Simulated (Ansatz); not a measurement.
## Response to strain in Pd

Start from Pd in the fcc (Cu type) structure (space group Fm-3m, No. 225; relaxed with 0.1 eV smearing).

```yaml
crystal:
  lattice:
    - [0.00000, 1.93885, 1.93885]
    - [1.93885, 0.00000, 1.93885]
    - [1.93885, 1.93885, 0.00000]
  atoms:
    - { symbol: Pd, position: [0.00000, 0.00000, 0.00000] }
```

Cartesian axes are those of the cell as printed.

Strains are applied to the cell and any free atomic positions relax; under biaxial strain the out-of-plane vector relaxes too.

Method: Kohn–Sham DFT with the PBEsol functional, run in Ansatz (a program for electronic structure) with PAW and 420 eV plane waves, without spin-orbit coupling.

Notes on the quantities. energy relative to the base: free energy F; pressure: mean of the normal stresses, compression positive.

| variant | energy relative to the base | ratio −ε⊥/ε∥ | pressure |
|---|---|---|---|
| base | 0 meV/atom | – | 0.0 GPa |
| biaxial strain −3.00 %, plane normal [001], relaxed out of plane | +16 meV/atom | 1.45 | 4.3 GPa |
| biaxial strain −2.00 %, plane normal [001], relaxed out of plane | +6.8 meV/atom | 1.46 | 2.6 GPa |
| biaxial strain −1.50 %, plane normal [001], relaxed out of plane | +3.7 meV/atom | 1.46 | 1.9 GPa |
| biaxial strain −1.00 %, plane normal [001], relaxed out of plane | +1.6 meV/atom | 1.46 | 1.2 GPa |
| biaxial strain −0.50 %, plane normal [001], relaxed out of plane | +0.4 meV/atom | – | 0.6 GPa |
| biaxial strain +0.50 %, plane normal [001], relaxed out of plane | +0.4 meV/atom | – | -0.5 GPa |
| biaxial strain +1.50 %, plane normal [001], relaxed out of plane | … | … | … |
| biaxial strain +2.50 %, plane normal [001], relaxed out of plane | +7.8 meV/atom | 1.49 | -2.1 GPa |
| biaxial strain +3.00 %, plane normal [001], relaxed out of plane | +11 meV/atom | 1.49 | -2.4 GPa |

**Question.** Fill in the withheld entries from the trend.

**Answer.** 
- biaxial strain +1.50 %, plane normal [001], relaxed out of plane, energy relative to the base: +3.0 meV/atom
- biaxial strain +1.50 %, plane normal [001], relaxed out of plane, ratio −ε⊥/ε∥: 1.47
- biaxial strain +1.50 %, plane normal [001], relaxed out of plane, pressure: -1.4 GPa

No phonon test of stability was made. All final runs are without spin polarisation.
